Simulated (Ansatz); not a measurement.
Base system: TiB$_{2}$ (space group P6/mmm, No. 191; a = 3.0320 Å, c = 3.2243 Å).

(Cell as relaxed with PBE.)

Levels (all Ansatz, a quantum-chemistry and plane-wave program, PAW): PBE (420 eV, scalar-relativistic without spin-orbit coupling); PBEsol (420 eV, no spin-orbit coupling).

Each level relaxes its own structure.

| quantity | PBE | PBEsol |
|---|---|---|
| volume per atom | 8.56 Å³ | ___ |
| lattice parameter a | 303.2 pm | ___ |
| lattice parameter c | 322.4 pm | ___ |
| band gap | zero | ___ |

Q: Predict the PBEsol column.

A: 
- volume per atom, PBEsol: 8.37 Å³
- lattice parameter a, PBEsol: 301.7 pm
- lattice parameter c, PBEsol: 318.5 pm
- band gap, PBEsol: zero

PBE's volume per atom lies 0.19 Å³ above PBEsol's (2.2 %); PBE's lattice parameter a lies 1.5 pm above PBEsol's (0.5 %); PBE's lattice parameter c lies 3.9 pm above PBEsol's (1.2 %); the two agree on the band gap. Neither level is exact; PBEsol is the comparison here, not a measurement.

Whether these cells are dynamically stable was not tested. The final runs are not spin-polarised.
